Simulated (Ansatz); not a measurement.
The starting structures come from a database of crystals and need not be the phases stable at ambient conditions.

The decay constant κ of evanescent states in the gap governs leakage through a thin film.

Given:

```xyz
12
Lattice="6.8344 0.0000 0.0000 0.0000 7.6513 0.0000 3.4172 0.0000 3.4172" Properties=species:S:1:pos:R:3 pbc="T T T"
Te     3.4172     3.8256     3.2277
Te     3.2277     5.7385     0.0000
Te     6.8344     0.0000     0.1895
Te     3.6067     1.9128     0.0000
O      3.8305     2.4111     2.0521
O      5.4693     4.3239     3.0039
O      6.4210     6.2367     1.3651
O      4.7822     0.4983     0.4133
O      8.1994     3.3274     3.0039
O      7.2477     1.4146     1.3651
O      2.0521     7.1530     0.4133
O      3.0039     5.2402     2.0521
```

Space group of this cell: P4_12_12. The cell is taken as given; by r2SCAN its mean pressure is 0.5 GPa.

Transport runs along the normal of the first two printed cell vectors, the (110) plane of the conventional cell.

The gap is the functional's own, uncorrected, and κ follows it; spin-orbit coupling is left out. Mid-gap values are interpolated between the computed energies.

Q: Predict the band gap and the smallest decay constant κ at mid-gap from r2SCAN run with Ansatz (an electronic-structure program).

A: Gap 3.48 eV on a 10×4×10 mesh; κ = 0.354 1/Å, at the zone centre.
